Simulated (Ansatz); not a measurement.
# InSb: biaxial strain −2.00 %, plane normal [001], relaxed out of plane

Consider InSb in the zinc blende structure (space group F-43m, No. 216; a = 6.519 Å). Axes: x, y, z lie along the cube axes.

It is then changed as follows: biaxial strain −2.00 %, plane normal [001], relaxed out of plane (Cartesian); in-plane vectors clamped, the third vector and the atoms free.

All numbers come from DFT with PBEsol, PAW potentials and a 420 eV plane-wave cutoff in Ansatz (a program for electronic structure), spin-orbit coupling left out. Γ-centred 12×12×12 mesh, Fermi–Dirac width 0.05 eV.

- Volume per atom = 33.98 Å³ (base 34.63 Å³)
- Space group = I-4m2 (No. 119) (base F-43m (No. 216))
- Energy relative to the base (free energy F) = +5.3 meV/atom
- Pressure (mean of the normal stresses, compression positive) = 0.8 GPa (base 0.0 GPa)
- Band gap = zero (base zero)
- Out-of-plane strain = +2.17 % (rough)

Final structure (turned so that z lies along the plane normal):

```yaml
crystal:
  lattice:
    - [4.51736, 0.00000, 0.00000]
    - [0.00000, 4.51736, 0.00000]
    - [2.25868, -2.25868, 3.33014]
  atoms:
    - { symbol: In, position: [0.00000, 0.00000, 0.00000] }
    - { symbol: Sb, position: [0.75000, 0.75000, 0.50000] }
```

Without a gap, meshes like the base's 12×12×12 leave anisotropic stresses uncertain by several tenths of a GPa, and small strain energies with them. Spin-orbit coupling, missing from the scalar runs, can matter with Sb. No phonon test of stability was made. The final runs are not spin-polarised. The zero or small gap of InSb can change with the level of theory.
